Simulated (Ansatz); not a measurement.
The reference is MgS in the rock salt structure (space group Fm-3m, No. 225; a = 5.1820 Å).

One thing is altered: cell and atoms relaxed at a pressure of 0.3 GPa.

Levels (all Ansatz, an electronic-structure program, PAW): PBEsol (420 eV, spin-orbit coupling left out); r2SCAN (500 eV, no spin-orbit coupling).

The geometry is relaxed with PBEsol.

| Property | Result |
|---|---|
| PBEsol hole mass | 0.25, 0.91, 0.91 mₑ (at Γ) |
| PBEsol smallest direct gap | 3.72 eV |
| PBEsol lowest conduction level above the VBM at special points | X 2.73 eV; Γ 3.72 eV; U 3.83 eV; K 3.83 eV |

**Question.** What does r2SCAN give at this geometry for the hole mass, smallest direct gap and lowest conduction level above the VBM at special points?

**Answer.** The hole mass (degenerate bands, along [100]) changes from 0.25, 0.91, 0.91 mₑ (at Γ) to 0.28, 0.92, 0.92 mₑ (at Γ); the smallest direct gap goes up by 1.06 eV, from 3.72 eV to 4.78 eV; the lowest conduction level above the VBM at special points becomes X 3.50 eV; Γ 4.78 eV; U 4.58 eV; K 4.58 eV (PBEsol: X 2.73 eV; Γ 3.72 eV; U 3.83 eV; K 3.83 eV).

Single points use the geometry relaxed with PBEsol. Their cutoffs differ, which shifts pressures a little. Load acts through the strain it causes; cell and atoms are relaxed under it. Masses are band curvatures over ±0.01 Å⁻¹ around the edge. No phonon test of stability was made.
